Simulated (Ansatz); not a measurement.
Start from GaSb in the zinc blende structure (space group F-43m, No. 216).

```xyz
2
Lattice="0.0000 3.0662 3.0662 3.0662 0.0000 3.0662 3.0662 3.0662 0.0000" Properties=species:S:1:pos:R:3 pbc="T T T"
Ga     0.0000     0.0000     0.0000
Sb     1.5331     1.5331     1.5331
```

Cartesian axes are those of the cell as printed.

The values are results of r2SCAN/PAW in Ansatz (a first-principles code), no spin-orbit coupling, not measurements.

Strains are applied to the cell and any free atomic positions relax; under biaxial strain the out-of-plane vector relaxes too.

One change was made to it. Results:

The band gap increases by 0.05 eV (0.41 eV → 0.46 eV); the gap character remains direct at Γ; the valence-band top at Γ (three highest levels, from the VBM) changes from 0.00, 0.00, 0.00 eV to 0.00, 0.00, -0.12 eV.

Which change produced these results?
A) biaxial strain −1.00 %, plane normal [001], relaxed out of plane
B) biaxial strain −2.00 %, plane normal [001], relaxed out of plane
C) biaxial strain −3.00 %, plane normal [001], relaxed out of plane
D) biaxial strain −2.50 %, plane normal [001], relaxed out of plane

A, biaxial strain −1.00 %, plane normal [001], relaxed out of plane. For comparison, the band gap in the other runs: biaxial strain −3.00 %, plane normal [001], relaxed out of plane gives 0.53 eV; biaxial strain −2.00 %, plane normal [001], relaxed out of plane gives 0.50 eV; biaxial strain −2.50 %, plane normal [001], relaxed out of plane gives 0.52 eV.

With Sb present, leaving out spin-orbit coupling can change the band edges. No phonon test of stability was made. k-point labels follow each cell's own Brillouin zone.
